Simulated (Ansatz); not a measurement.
We consider Ta2Sn2O7 (Fd-3m, No. 227, 22 atoms in the cell; start mp-3593; idealised structure), described by HSE06 (plane waves, PAW; Ansatz, a first-principles code).

Numerical settings: plane-wave cutoff 460 eV, 4×4×4 k mesh, Fermi–Dirac smearing 0.01 eV, scalar-relativistic PAW data made under PBE.

Cell (relaxed with PBEsol):

```
Sn2Ta2O7
1.0
    0.00000     5.30029     5.30029
    5.30029     0.00000     5.30029
    5.30029     5.30029     0.00000
Ta Sn O
4 4 14
Direct
  0.62500   0.62500   0.62500
  0.12500   0.62500   0.62500
  0.62500   0.62500   0.12500
  0.62500   0.12500   0.62500
  0.12500   0.12500   0.12500
  0.62500   0.12500   0.12500
  0.12500   0.12500   0.62500
  0.12500   0.62500   0.12500
  0.25000   0.25000   0.25000
  0.00000   0.00000   0.00000
  0.56197   0.93803   0.56197
  0.31197   0.68803   0.68803
  0.93803   0.56197   0.93803
  0.68803   0.31197   0.31197
  0.56197   0.56197   0.93803
  0.68803   0.31197   0.68803
  0.93803   0.93803   0.56197
  0.31197   0.68803   0.31197
  0.93803   0.56197   0.56197
  0.68803   0.68803   0.31197
  0.56197   0.93803   0.93803
  0.31197   0.31197   0.68803
```

**Question.** What does this level give for the band gap, smallest direct gap on the k points sampled and Γ–Γ gap?

**Answer.** 
* **band gap**: 2.27 eV (on the SCF k mesh)
* **smallest direct gap on the k points sampled**: 2.42 eV
* **Γ–Γ gap**: 2.55 eV

Note: cell and atoms aren't relaxed at this level (largest force component 0.13 eV/Å, pressure 0.7 GPa).

Spin–orbit coupling is not included.

Cost on a shared machine: very roughly 9 core-minutes.

A start named mp-… is a Materials Project structure, which need not be a measured phase.
